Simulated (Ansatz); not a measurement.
Consider SrTiO₃ in the cubic perovskite structure (space group Pm-3m, No. 221).

```xyz
5
Lattice="3.9075 0.0000 0.0000 0.0000 3.9075 0.0000 0.0000 0.0000 3.9075" Properties=species:S:1:pos:R:3 pbc="T T T"
Sr     0.0000     0.0000     0.0000
Ti     1.9538     1.9538     1.9538
O      0.0000     1.9538     1.9538
O      1.9538     1.9538     0.0000
O      1.9538     0.0000     1.9538
```

Cartesian axes are those of the cell as printed.

Level of theory: Ansatz (an electronic-structure program), r2SCAN, PAW, cutoff 500 eV, spin-orbit coupling left out, earlier PAW set.

Before the change:

The band gap is 2.27 eV. The smallest direct gap comes out as 2.63 eV.

The change: the cell is stretched by 3.01 % along y with no lateral relaxation, atoms relaxed at fixed cell.

Task: Predict the new band gap and smallest direct gap.

Result: The band gap drops by 0.124 eV (2.27 eV → 2.14 eV); the smallest direct gap drops by 0.071 eV, from 2.63 eV to 2.55 eV.

The cells carry an imposed strain or load. No phonon test of stability was made. The final runs are not spin-polarised. Many cubic perovskites are stable only at high temperature; tilts and polar distortions were not tested.
